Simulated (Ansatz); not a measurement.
LiF (model structure, P6₃/mmc, No. 194) was calculated with PBE (PAW; Ansatz, a quantum-chemistry and plane-wave program).

Numerical settings: plane-wave cutoff 520 eV, 12×12×8 k mesh (along the axes of the cell as run), Fermi–Dirac smearing 0.01 eV, scalar-relativistic PAW data made under PBE.

Computed at the level's own relaxed cell.

```yaml
crystal:
  lattice:
    - [3.32995, 0.00000, 0.00000]
    - [-1.66498, 2.88383, 0.00000]
    - [0.00000, 0.00000, 4.09317]
  atoms:
    - { symbol: Li, position: [0.33333, 0.66667, 0.75000] }
    - { symbol: F, position: [0.66667, 0.33333, 0.75000] }
    - { symbol: F, position: [0.33333, 0.66667, 0.25000] }
    - { symbol: Li, position: [0.66667, 0.33333, 0.25000] }
```

List the 10 lowest band energies at Γ above −25 eV (eV, relative to the valence band maximum), grouping those that round alike.

At Γ: -19.79, -19.20, -2.69, -1.18 (×2), -0.46 (×2), 0.00, 7.54, 14.25.

Note: the cell keeps the symmetry of its start, so it can be a saddle point.

A model structure was made by putting elements into a prototype or built by hand; it is no filed structure, need not be a known phase, and can be a saddle point held by its symmetry.
